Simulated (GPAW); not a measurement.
## Worked example: self-consistent single point of Nb (Im-3m, 1 atom in the cell) in GPAW

Method of the run: PBE, GPAW PAW datasets PBE (gpaw-data 1.0.1) (plane waves; GPAW 25.7.0).

This input was run:

```python
from ase import Atoms
from ase.units import GPa
from gpaw import GPAW

atoms = Atoms(['Nb'],
              cell=[[-1.683697, 1.683697, 1.683697],
                    [1.683697, -1.683697, 1.683697],
                    [1.683697, 1.683697, -1.683697]],
              scaled_positions=[[0.000000, 0.000000, 0.000000]],
              pbc=True)

calc = GPAW(mode={'name': 'pw', 'ecut': 550},
            xc='PBE',
            kpts=(11, 11, 11),
            occupations={'name': 'fermi-dirac', 'width': 0.1},
            nbands=-7,
            convergence={'density': 1e-05},
            symmetry={'symmorphic': False, 'tolerance': 0.0005},
            maxiter=100)

atoms.calc = calc

energy = atoms.get_potential_energy()
print('Energy (eV):', round(energy, 6))
forces = atoms.get_forces()
print('Forces (eV/Ang):')
print(forces.round(5))
stress = atoms.get_stress()
print('Stress (GPa, Voigt):', (stress / GPa).round(4))
```

Output, abridged:

```
Input parameters:
  convergence: {density: 1e-05}
  kpts: [11 11 11]
  maxiter: 100
  mode: {ecut: 550,
         name: pw}
  nbands: -7
  occupations: {name: fermi-dirac,
                width: 0.1}
  symmetry: {symmorphic: False,
             tolerance: 0.0005}
  xc: PBE

species:
  Nb:
    name: Niobium
    Z: 41.0
    valence: 13
    core: 28
    charge: 0.0
    file: Nb.PBE.gz

    # Using partial waves for Nb as LCAO basis

Reference energy: -103906.147789  # eV

Spin-paired calculation

Convergence criteria:
 Maximum [total energy] change in last 3 cyles: 0.0005 eV / valence electron
 Maximum integral of absolute [dens]ity change: 1e-05 electrons / valence electron
 Maximum integral of absolute [eigenst]ate change: 4e-08 eV^2 / valence electron
 Maximum number of scf [iter]ations: 100

Symmetries present (total): 48
Symmetries with fractional translations: 0
1331 k-points: 11 x 11 x 11 Monkhorst-Pack grid
56 k-points in the irreducible part of the Brillouin zone
       k-points in crystal coordinates                weights
   0:     0.00000000    0.00000000    0.00000000          1/1331
   1:     0.09090909    0.00000000    0.00000000         12/1331
   2:     0.09090909    0.09090909   -0.09090909          6/1331
   [... 7 lines left out ...]
          ...
  55:     0.45454545    0.45454545    0.45454545          8/1331

Wave functions: Plane wave expansion
  Cutoff energy: 550.000 eV
  Number of coefficients (min, max): 541, 572
  Pulay-stress correction: 0.000000 eV/Ang^3 (de/decut=0.000000)

Occupation numbers: Fermi-Dirac:
  width: 0.1000  # eV

Eigensolver

Densities:
  Coarse grid: 16*16*16 grid
  Fine grid: 32*32*32 grid
  Total Charge: 0.000000

Density mixing:
  Method: separate
  Backend: pulay
  Linear mixing parameter: 0.05
  old densities: 5
  Damping of long wavelength oscillations: 50

Hamiltonian:
  XC and Coulomb potentials evaluated on a 32*32*32 grid
  External potential:
    NoExternalPotential

XC parameters: PBE with 2 nearest neighbor stencil

Number of atoms: 1
Number of atomic orbitals: 13
Number of bands in calculation: 13
Number of valence electrons: 13
Bands to converge: occupied

Density initialized from atomic densities
  13 bands from LCAO basis set

Atomic positions and initial magnetic moments

Positions:
   0 Nb     0.000000    0.000000    0.000000    ( 0.0000,  0.0000,  0.0000)

Unit cell:
           periodic     x           y           z      points  spacing
  1. axis:    yes   -1.683697    1.683697    1.683697    16     0.1488
  2. axis:    yes    1.683697   -1.683697    1.683697    16     0.1488
  3. axis:    yes    1.683697    1.683697   -1.683697    16     0.1488

  Lengths:   2.916249   2.916249   2.916249
  Angles:  109.471221 109.471221 109.471221

Effective grid spacing dv^(1/3) = 0.1670

     iter     time        total  log10-change:
                         energy   eigst   dens
iter:   1 --:--:--   -10.972751
iter:   2 --:--:--   -10.869386   -1.65  -1.11
iter:   3 --:--:--   -10.363491   -0.96  -1.14
iter:   4 --:--:--   -10.362580   -2.95  -1.89
iter:   5 --:--:--   -10.328617   -2.09  -1.89
iter:   6 --:--:--   -10.322651   -3.40  -2.06
iter:   7 --:--:--   -10.321760   -4.25  -2.80
iter:   8 --:--:--   -10.321612c  -4.79  -3.06
iter:   9 --:--:--   -10.321611c  -6.43  -3.95
iter:  10 --:--:--   -10.321618c  -6.47  -3.96
iter:  11 --:--:--   -10.321623c  -6.96  -4.29
iter:  12 --:--:--   -10.321618c  -7.34  -4.37
iter:  13 --:--:--   -10.321618c  -9.21c -6.16c

Converged after 13 iterations.

Dipole moment: (0.000000, -0.000000, 0.000000) |e|*Ang

Energy contributions relative to reference atoms: (reference = -103906.147789)

Kinetic:         -4.683151
Potential:       -0.697225
External:        +0.000000
XC:              -4.885537
Entropy (-ST):   -0.054550
Local:           -0.028430
SIC:             +0.000000
--------------------------
Free energy:    -10.348893
Extrapolated:   -10.321618

Showing only first 2 kpts
 Kpt  Band  Eigenvalues  Occupancy
  0     4      4.74763    2.00000
  0     5     10.91548    0.04320
  0     6     10.91548    0.04320
  0     7     10.91548    0.04320

  1     4      5.06097    2.00000
  1     5     10.72879    0.24990
  1     6     10.86359    0.07153
  1     7     11.21577    0.00219

Fermi level: 10.53416

No gap
No difference between direct/indirect transitions
Energy (eV): -10.321618

Forces in eV/Ang:
  0 Nb   -0.00000   -0.00000   -0.00000

Stress tensor:
     0.050760    -0.000000    -0.000000
    -0.000000     0.050760    -0.000000
    -0.000000    -0.000000     0.050760
Stress (GPa, Voigt): [ 8.1326  8.1326  8.1326 -0.     -0.     -0.    ]
```

The run converged in 13 iterations. GPAW prints stress with tension positive.

The starting cell comes from a database of computed structures (which also holds hypothetical and non-ambient phases and stackings), without a prior relaxation at this level. Its lattice was rescaled by a random factor within 2.5 % of one. Spin polarisation is off. With a pressure of about -8 GPa the cell is away from its equilibrium volume at this level.
